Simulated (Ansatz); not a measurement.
L1₀ (CuAu-type) CuAu was calculated with r²SCAN (Ansatz, an electronic-structure program, plane waves, PAW).

Run with plane-wave cutoff 600 eV, 20×20×14 k mesh (along the axes of the cell as run), Fermi–Dirac smearing 0.05 eV, no spin polarisation, scalar-relativistic PAW data made under PBE.

Starting structure:

```
CELL_PARAMETERS angstrom
      2.80000     0.00000     0.00000
      0.00000     2.80000     0.00000
      0.00000     0.00000     3.67000
ATOMIC_POSITIONS crystal
  Cu 0.00000 0.00000 0.00000
  Au 0.50000 0.50000 0.50000
```

**Question.** Into what structure does the relaxation of cell and atoms lead at this level, with the symmetry of the start kept?

**Answer.** The volume grows by 1.0 %; final space group P4/mmm.
```
CELL_PARAMETERS angstrom
      2.84499     0.00000     0.00000
      0.00000     2.84499     0.00000
      0.00000     0.00000     3.59019
ATOMIC_POSITIONS crystal
  Cu 0.00000 0.00000 0.00000
  Au 0.50000 0.50000 0.50000
```
